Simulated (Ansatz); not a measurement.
Take InSb in the zinc blende structure (space group F-43m, No. 216) as the base.

```
CELL_PARAMETERS angstrom
      0.00000     3.27796     3.27796
      3.27796     0.00000     3.27796
      3.27796     3.27796     0.00000
ATOMIC_POSITIONS crystal
  Sb 0.75000 0.75000 0.75000
  In 0.00000 0.00000 0.00000
```

The values are results of DFT with r2SCAN, PAW potentials and a 500 eV plane-wave cutoff in Ansatz (an electronic-structure program), no spin-orbit coupling, not measurements.

Before the change:

| Quantity | Value |
|---|---|
| Pressure | 0.0 GPa |
| Band gap | zero |

The change: every lattice vector is stretched by 2.45 %, atoms relaxed at fixed cell.

**Question.** How does this affect the pressure?

**Answer.** The pressure goes from zero to -2.7 GPa.

**Question.** Estimate the effect on the energy relative to the base.

**Answer.** The energy grows by 24 meV/atom.

**Question.** How does this affect the band gap?

**Answer.** The band gap is still zero.

Spin-orbit coupling, missing from the scalar runs, can matter with Sb. The cells carry an imposed strain or load. Stability against distortions was not tested. The final runs are not spin-polarised. Gaps under 0.05 eV, about the width of the smearing, are given as zero. The zero or small gap of InSb can change with the level of theory.
